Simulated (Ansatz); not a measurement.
Base system: W in the bcc (W type) structure (space group Im-3m, No. 229).

```
CELL_PARAMETERS angstrom
     -1.58464     1.58464     1.58464
      1.58464    -1.58464     1.58464
      1.58464     1.58464    -1.58464
ATOMIC_POSITIONS crystal
  W  0.00000 0.00000 0.00000
```

The values are results of plane-wave PAW DFT at the r2SCAN level (Ansatz, a first-principles code, 500 eV), spin-orbit coupling left out, not measurements.

For the base:

Pressure: 0.0 GPa
Band gap: zero

Now apply this change: every lattice vector is shortened by 2.19 %, atoms relaxed at fixed cell.

Task: What does the calculation give for the pressure after the change?

Result: The pressure goes from zero to 24.2 GPa.

Task: Predict the new energy relative to the base.

Result: The energy goes up by 73 meV/atom.

Task: What happens to the band gap?

Result: The band gap is still zero.

The cells carry an imposed strain or load. Stability against distortions was not tested. The final runs are not spin-polarised.
